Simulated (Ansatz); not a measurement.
Base system: HgS in the zinc blende structure (space group F-43m, No. 216; a = 5.876 Å). Axes: x, y, z lie along the cube axes.

Method: PBEsol (Ansatz, a first-principles code), spin-orbit coupling left out.

Strains are applied to the cell and any free atomic positions relax; under biaxial strain the out-of-plane vector relaxes too.

One change was made to it. Results:

The energy goes up by 9.1 meV/atom; the pressure (mean of the normal stresses, compression positive) goes from zero to 1.5 GPa; the volume per atom decreases by 0.664 Å³ to 24.69 Å³.

### Question
Which of these changes matches the shifts?
A. biaxial strain +0.83 %, plane normal [111], relaxed out of plane
B. biaxial strain +1.25 %, plane normal [111], relaxed out of plane
C. biaxial strain −1.25 %, plane normal [111], relaxed out of plane
D. biaxial strain −2.50 %, plane normal [111], relaxed out of plane

### Answer
D, biaxial strain −2.50 %, plane normal [111], relaxed out of plane. For comparison, the energy relative to the base in the other runs: biaxial strain +0.83 %, plane normal [111], relaxed out of plane gives +1.0 meV/atom; biaxial strain +1.25 %, plane normal [111], relaxed out of plane gives +2.4 meV/atom; biaxial strain −1.25 %, plane normal [111], relaxed out of plane gives +2.3 meV/atom.

A case with no gap was solved on a k-mesh chosen for an insulator, which is coarse for it. Whether these cells are dynamically stable was not tested. All final runs are without spin polarisation. Gaps under 0.05 eV, about the width of the smearing, are given as zero.
